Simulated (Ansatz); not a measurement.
## WC with two functionals, pressure 1.8 GPa

Start from WC (space group P-6m2, No. 187; a = 2.9219 Å, c = 2.8471 Å).

(Cell as relaxed with PBE.)

Levels (all Ansatz, a quantum-chemistry and plane-wave program, PAW): PBE (420 eV, scalar-relativistic without spin-orbit coupling); r2SCAN (500 eV, without spin-orbit coupling).

Each level relaxes its own structure.

```
base                      PBE    r2SCAN
-------------------  --------  --------
volume per atom      10.52 Å³  10.42 Å³
lattice parameter a   2.922 Å   2.912 Å
band gap                 zero      zero
```

Modification: cell and atoms relaxed at a pressure of 1.8 GPa.

```csv
quantity,PBE,r2SCAN
shortest interatomic distance,2.204 Å,?
band gap,zero,?
c/a ratio,0.975,?
```

Given the PBE results, estimate those of r2SCAN.


- shortest interatomic distance, r2SCAN: 2.196 Å
- band gap, r2SCAN: zero
- c/a ratio, r2SCAN: 0.974

PBE's shortest interatomic distance lies 0.008 Å above r2SCAN's (0.3 %); the two agree on the band gap. Neither level is exact; r2SCAN is the comparison here, not a measurement.

Load acts through the strain it causes; cell and atoms are relaxed under it. Whether these cells are dynamically stable was not tested. All final runs are without spin polarisation.
